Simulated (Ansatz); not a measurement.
## Response to strain in Sn

Base system: Sn in the diamond structure (space group Fd-3m, No. 227; a = 6.6562 Å; relaxed with 0.1 eV smearing). Axes: x, y, z lie along the cube axes.

Strains are applied to the cell and any free atomic positions relax; under biaxial strain the out-of-plane vector relaxes too.

The values are results of Ansatz (a first-principles code) PBE, no spin-orbit coupling, not measurements.

Notes on the quantities. energy relative to the base: free energy F.

| biaxial strain, plane normal [001], relaxed out of plane (%) | energy relative to the base (meV/atom) |
|---|---|
| 0 | 0.0 |
| 0.5 | ? |
| 1 | 1.3 |
| 1.5 | 2.8 |
| 2 | 4.9 |
| 2.5 | 7.6 |
| 3 | 10.8 |

Task: Fit ΔE = Aε² + Bε³ (ε in %) to the rows shown and predict the withheld row.

Result: Least squares on the printed values gives A = 1.29 and B = -0.031 meV/atom (largest residual 0.0 meV/atom); this predicts 0.3 meV/atom, and the run gives 0.3 meV/atom, in agreement.

Whether these cells are dynamically stable was not tested.
